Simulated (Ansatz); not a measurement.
**Response to strain in KI**

Consider KI in the CsCl type structure (space group Pm-3m, No. 221; a = 4.292 Å; a model cell, its experimental status unchecked). Axes: x, y, z lie along the cube axes.

Strains are applied to the cell and any free atomic positions relax; under biaxial strain the out-of-plane vector relaxes too.

Level of theory: r2SCAN, PAW, 500 eV (Ansatz, a quantum-chemistry and plane-wave program; without spin-orbit coupling).

Notes on the quantities. pressure: mean of the normal stresses, compression positive.

```tsv
change	band gap	space group	pressure
base	4.04 eV	Pm-3m (No. 221)	0.01 GPa
biaxial strain −3.85 %, plane normal [001], relaxed out of plane	4.07 eV	P4/mmm (No. 123)	1.20 GPa
biaxial strain −2.41 %, plane normal [001], relaxed out of plane	4.08 eV	P4/mmm (No. 123)	0.70 GPa
biaxial strain −3.57 %, plane normal [111], relaxed out of plane	4.08 eV	R-3m (No. 166)	[?]
isotropic strain +1.79 %	3.90 eV	Pm-3m (No. 221)	-0.67 GPa
isotropic strain +5.38 %	3.65 eV	Pm-3m (No. 221)	-1.55 GPa
uniaxial strain ε_yy = −0.91 %	4.03 eV	P4/mmm (No. 123)	0.14 GPa
uniaxial strain ε_zz = +1.64 %	3.96 eV	P4/mmm (No. 123)	-0.22 GPa
tensor shear ε_xy = −2.18 %	4.05 eV	Cmmm (No. 65)	0.04 GPa
tensor shear ε_xy = +3.53 %	4.05 eV	Cmmm (No. 65)	[?]
```

**Question.** What belongs in the blanks?

**Answer.** 
- biaxial strain −3.57 %, plane normal [111], relaxed out of plane, pressure: 0.19 GPa
- tensor shear ε_xy = +3.53 %, pressure: 0.10 GPa

With I present, leaving out spin-orbit coupling can change the band edges. No phonon test of stability was made. This is not the structure that KI has at room temperature and ambient pressure.
